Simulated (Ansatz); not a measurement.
For Mg₃SnO (model structure, started from the Mg3SbN type, Pm-3m, No. 221, 5 atoms in the cell), PBEsol (Ansatz, a first-principles code, PAW) gives:

- lattice parameter a = 4.348 Å
- bulk modulus B0 = 74.1 GPa
- cohesive energy = 3.51 eV/atom

Problem. What does r²SCAN (Ansatz, plane waves, PAW) give for the same quantities?

Solution. 
- lattice constant a: 4.345 Å (decreases by 0.1 %)
- bulk modulus: 78.4 GPa (rises by 5.8 %)
- cohesive energy: 3.39 eV/atom (decreases by 0.12 eV/atom)

Changes are worked out from the printed values.

Unless a cell is named, each level is at its own relaxed cell (PBEsol 16.43, r²SCAN 16.41 Å³/atom).

Levels without +SOC leave out spin–orbit coupling, which shifts energies and cells of such heavy elements.

Caveats: the bulk modulus is −V dP/dV from two relaxed cells at ±2 % in volume (PBEsol, r²SCAN). Ansatz's density-functional and Hartree–Fock values are scalar-relativistic unless marked +SOC, with PAW data made under PBE.

A model structure was made by putting elements into a prototype or built by hand; it is no filed structure, need not be a known phase, and can be a saddle point held by its symmetry.
